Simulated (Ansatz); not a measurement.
Phonon-limited transport in Au (Fm-3m)

Given:

```xyz
1
Lattice="0.0000 2.0785 2.0785 2.0785 0.0000 2.0785 2.0785 2.0785 0.0000" Properties=species:S:1:pos:R:3 pbc="T T T"
Au     0.0000     0.0000     0.0000
```

Method: PBE, DFPT electron-phonon coupling, linearised Boltzmann equation (plane waves, PAW, scalar-relativistic; Ansatz, an electronic-structure program). Condition of this run: functional PBE. How the cell was made: relaxed with this functional, without spin-orbit coupling.

```yaml
resistivity at 300 K: 3.0 μΩ·cm
resistivity at 77 K: 0.64 μΩ·cm
electron mean free path at 300 K (weighted by the current that each state carries): 30 nm
resistivity times mean free path for one path shared by all states (from the Fermi surface's area): 8.7 ×10⁻¹⁶ Ω·m²
electron-phonon coupling λ: 0.196
transport coupling λ_tr: 0.195
logarithmic_mean_phonon_energy: 8.4 meV
density of states at the Fermi level: 0.146 states/(eV·spin·cell)
drude_plasma_energy: 8.7 eV
Hall coefficient at 300 K: -8.1 ×10⁻¹¹ m³/C
Tc for μ* = 0.10 (anisotropic Eliashberg): below 1 K
Tc for μ* = 0.13 (anisotropic Eliashberg): below 1 K
```

A metal at this level (no band gap). Only scattering by harmonic phonons is included (no impurities, grain boundaries, electron-electron scattering or thermal expansion). Spin-orbit coupling is left out, which matters with elements this heavy. Halving the electron mesh (36x36x36) moves the resistivity by up to 1 % at 300 K, the mean free path by up to 1 %, the coupling by up to 1 %. Smearing 0.20 eV; phonons on a 6x6x6 q mesh, which this run doesn't test and which matters most at low temperature. Tc comes from the anisotropic Migdal-Eliashberg equations with μ*, a chosen number, referred to 9.8 meV.
